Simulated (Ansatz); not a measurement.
**Ir: response to strain**

Consider Ir in the fcc (Cu type) structure (space group Fm-3m, No. 225; a = 3.812 Å; relaxed with 0.1 eV smearing). Axes: x, y, z lie along the cube axes.

Strains are applied to the cell and any free atomic positions relax; under biaxial strain the out-of-plane vector relaxes too.

The values are results of Kohn–Sham DFT with the LDA functional, run in Ansatz (a first-principles code) with PAW and 420 eV plane waves, no spin-orbit coupling, not measurements.

```json
[
 {"biaxial strain, plane normal [111], relaxed out of plane (%)": "-2.5", "out-of-plane strain (%)": "1.37"},
 {"biaxial strain, plane normal [111], relaxed out of plane (%)": "-2.08", "out-of-plane strain (%)": "1.13"},
 {"biaxial strain, plane normal [111], relaxed out of plane (%)": "-1.67", "out-of-plane strain (%)": "0.90"},
 {"biaxial strain, plane normal [111], relaxed out of plane (%)": "-1.25", "out-of-plane strain (%)": "0.67"},
 {"biaxial strain, plane normal [111], relaxed out of plane (%)": "-0.83", "out-of-plane strain (%)": "0.44"},
 {"biaxial strain, plane normal [111], relaxed out of plane (%)": "-0.42", "out-of-plane strain (%)": "?"},
 {"biaxial strain, plane normal [111], relaxed out of plane (%)": "0", "out-of-plane strain (%)": "0.00"}
]
```

Problem. Fit ε⊥ = −νε + γε² (strains in %) to the rows shown and predict the withheld row.

Solution. Least squares on the printed values gives ν = 0.52 (the biaxial Poisson response) and γ = 0.010 (largest residual 0.00 %); this predicts 0.22 %, and the run gives 0.22 %, in agreement.

No phonon test of stability was made. All final runs are without spin polarisation.
